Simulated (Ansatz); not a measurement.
For GaSb (model structure, P6₃/mmc, No. 194, 4 atoms in the cell), LDA in Ansatz (plane waves, PAW) gives:

- lattice parameter a: 3.871 Å
- c axis length: 6.981 Å
- cohesive energy: 3.50 eV/atom

Question: What does r²SCAN+rVV10 in Ansatz (PAW) give for the same quantities?

Answer: 
- lattice constant a: 3.966 Å (increases by 2.5 %)
- lattice parameter c: 6.906 Å (drops by 1.1 %)
- cohesive energy: 2.84 eV/atom (decreases by 0.66 eV/atom)

Changes are worked out from the printed values.

Unless a cell is named, each level is at its own relaxed cell (LDA 22.65, r²SCAN+rVV10 23.52 Å³/atom).

Levels without +SOC leave out spin–orbit coupling, which shifts energies and cells of such heavy elements.

Ansatz's density-functional and Hartree–Fock values are scalar-relativistic unless marked +SOC, with PAW data made under PBE.

A model structure was made by putting elements into a prototype or built by hand; it is no filed structure, need not be a known phase, and can be a saddle point held by its symmetry.

Ansatz is a first-principles code.
